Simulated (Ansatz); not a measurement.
Structures of equal composition on the (111) surface of fcc Pt: one row in 4 of the top plane missing; p(2x2), one Pt site of the top plane empty. The slabs share one bottom face, and each structure is named by its start. These are constructed structures in small cells; real faces may alloy, dewet or reconstruct in larger ones, and not all known structures of the face are among them. Slabs of about 11 Å with all that they carry, Fermi-Dirac smearing of 0.1 eV. Bottom of the slabs: a bare face, its two planes held. Relaxed from the named starts with such symmetry as they have, on meshes of like density; energies extrapolated to zero smearing; no spin-orbit coupling, no U. Spin-polarised runs, if any, are marked in brackets, and their order is one that fits the cell; the others ran without spin. The cells differ, so small differences also carry the error of unlike k-meshes.

Computed with PBE (plane waves to 420 eV, PAW; Ansatz, a program for electronic structure).

Task: Order them by energy per 1x1 cell (lowest first) at the level PBE.

Result: one row in 4 of the top plane missing (0.00 eV), p(2x2), one Pt site of the top plane empty (0.08 eV)
